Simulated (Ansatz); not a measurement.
Abridged Ansatz (a first-principles code) output:

```
Relaxation: its limit of steps is 60 (relax.max_steps)
Pseudopotential: Si, paw, valence charge 4
Pseudopotential: O, paw, valence charge 6
Crystal: 12 atoms, lattice volume = 141.228 Å³
Basis set: ecut = 420 eV, 2773 PW (Γ), exchange–correlation on 64×64×90 points (8 copies of the dense FFT grid, shifted against one another)
Bands: 44, of which v1, the nominal top of the filled ones, is band 32 counted from 1 (31 counted from 0)
Symmetry: 8 space group operations
k-points: 18 of 100 (time reversal used)
Functional: x = pbesol(κ = 0.804, μ = 0.12345679012345678), c = pbesol(β = 0.046)
SCF iter   1: F=—  HF=-6986.065455 eV  |F-HF|=—  |Δ(HF+E_count)|=         —  Δρ=1.20e-2  dr2=1.55e-1  ethr=1.77e-3  ⟨swp⟩=6.8  Hψ=3911  notcnv=0  defer=31
SCF iter   2: F=—  HF=-6986.021649 eV  |F-HF|=—  |Δ(HF+E_count)|=   4.38e-2  Δρ=1.62e-3  dr2=1.40e-3  ethr=2.42e-4  ⟨swp⟩=2.1  Hψ=1451  notcnv=0  defer=101
SCF 1 converged in 7 iterations: F = -6986.022088 eV  dr2 = 9.21e-10
relax step   1: F+E_penalty+E_count = -6986.02208792 eV  Δ(F+E_penalty+E_count) = +0.000e0 eV  max|allowed force component| = 1.186e-4 eV/Å  Δτ_max = 0.0000 Å  P = +4.990 GPa  Ω = 141.228 Å³  (7 SCF iters, dr2 threshold 1.00e-7 eV, accepted)
[... steps on the carried basis left out ...]
relax step  11: F+E_penalty+E_count = -6985.72688599 eV  Δ(F+E_penalty+E_count) = +4.687e-4 eV  max|allowed force component| = 1.596e-4 eV/Å  Δτ_max = 0.0000 Å  P = +7.494 GPa  Ω = 133.562 Å³  stress off target by 8.19e-3 GPa  SCF on the basis re-selected at this cell (its energy is not comparable with the rows above)  (5 SCF iters)
SCF converged after 5 iterations
Free energy (F): -6985.726886 eV
Internal energy: -6985.726886 eV  (E = F + TS)
E sigma→0 (E₀):  -6985.726886 eV
Fermi energy:    6.799562 eV
--- Forces (eV/Å), atoms counted from 1 ---
  atom   1  Si     0.00002531     0.00002531    -0.00000000
  atom   2  Si    -0.00002531     0.00002531     0.00000000
  atom   3  Si    -0.00002531    -0.00002531    -0.00000000
[...]
  atom  11  O     -0.00000554     0.00015957     0.00005569
  atom  12  O      0.00015957     0.00000554     0.00005569
--- Stress (GPa, compression-positive) ---
        7.495191      -0.000000       0.000000
       -0.000000       7.495191       0.000000
        0.000000       0.000000       7.491806
  P = ⅓ Tr σ = 7.4941 GPa (74.941 kbar)
--- Relaxed structure (8 steps of the walk, 7 accepted, 3 SCFs on fresh bases) ---
  cell:  # Å, volume = 133.5625 Å³
    - [4.637087240118411, 3.483848647078015e-34, 0.0]
    - [3.483848647078015e-34, 4.637087240118411, 1.1082993508516936e-32]
    - [0.0, 1.4979271250252053e-32, 6.211463004590664]
  atoms:
    - { symbol: Si, position: [0.16286534845894854, 0.16286534845894854, -2.057946254744176e-20] }
    - { symbol: Si, position: [0.3371346515410515, 0.6628653484589485, 0.75] }
    - { symbol: Si, position: [0.8371346515410516, 0.8371346515410516, 0.5] }
    - { symbol: Si, position: [0.6628653484589485, 0.3371346515410515, 0.25] }
    - { symbol: O, position: [0.6772431465156705, 0.7225233549390766, 0.7155774987304467] }
    - { symbol: O, position: [0.7774766450609234, 0.17724314651567039, 0.4655774987304469] }
    - { symbol: O, position: [0.3227568534843295, 0.27747664506092334, 0.21557749873044685] }
    - { symbol: O, position: [0.22252335493907668, 0.8227568534843296, 0.9655774987304467] }
    - { symbol: O, position: [0.17724314651567039, 0.7774766450609234, 0.5344225012695532] }
    - { symbol: O, position: [0.27747664506092334, 0.3227568534843295, 0.7844225012695532] }
    - { symbol: O, position: [0.8227568534843296, 0.22252335493907668, 0.034422501269553124] }
    - { symbol: O, position: [0.7225233549390766, 0.6772431465156705, 0.28442250126955315] }
```

Problem. What was computed, and what are the main results?

Solution. SiO2, 12 atoms in the cell, with DFT with PBEsol, PAW potentials and a 420 eV plane-wave cutoff in Ansatz, scalar-relativistic without spin-orbit coupling, from a series relaxed to a target (pressure 7.5 GPa). The last SCF converged to F = -6985.726886 eV, or -582.1439 eV per atom, at a pressure of 7.49 GPa. The total energy compares only with runs of the same code, potentials and settings.

Load acts through the strain it causes; cell and atoms are relaxed under it. Stability against distortions was not tested. No other phases were tried under pressure. The cell was made from SiO₂ (space group P4_32_12, No. 96) by this change: pressure 7.5 GPa.

Keys are those of Ansatz 0.2.
